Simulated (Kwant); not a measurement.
System: π system C1=CC2=CC=CC2=C1 between two chain leads. The π system is taken as planar. Atoms are numbered from 0 in the order of the SMILES. Site energies (eV, carbon 0): [0.0, 0.0, 0.0, 0.0, 0.0, 0.0, 0.0, 0.0]. Bonds (i, j, β in eV): (0,1,-2.7) (1,2,-2.7) (2,3,-2.7) (3,4,-2.7) (4,5,-2.7) (5,6,-2.7) (6,7,-2.7) (7,0,-2.7) (6,2,-2.7). Leads: chains of hopping −4.1 eV, joined by −1.4 eV to atoms 0 and 1.

Site energies and bond integrals are typed Hückel values.

Computed with Kwant: Hückel tight-binding model, one pz orbital an atom, one spin, coherent transport at 0 K. Conductance is in e²/h.

Sweep values stay those of the base run.

Base results: transmission at E = 0 < 1e-12.

What follows from this one change: contacts moved from atoms [0, 1] to [3, 7]?

transmission at E = 0 < 1e-12 → 1.00.

What follows from this one change: contacts moved from atoms [0, 1] to [0, 4]?

transmission at E = 0 < 1e-12 → 0.030.
